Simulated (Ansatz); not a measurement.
Base system: LaBr₃ in the ReO3 type structure (space group Pm-3m, No. 221; a = 5.8854 Å; a hypothetical phase, not in the database extracts checked). Axes: x, y, z lie along the cube axes.

Method: PBE (Ansatz, a first-principles code; PAW; 420 eV plane waves; scalar-relativistic without spin-orbit coupling).

A first run, uniaxial strain ε_xx = −0.83 %, gives secant values C11 ≈ 69 GPa and C12 ≈ 4.4 GPa from its stress. A second run applies isotropic strain −2.94 %.

Q: What does linear elasticity predict for the bulk modulus −ΔP/(ΔV/V₀) in the second run, and what does the run give?

A: Linear elasticity: (C11 + 2 C12)/3 = 26 GPa. The run gives 32 GPa; any difference comes from nonlinear terms at these strains and numerical noise.

No phonon test of stability was made.
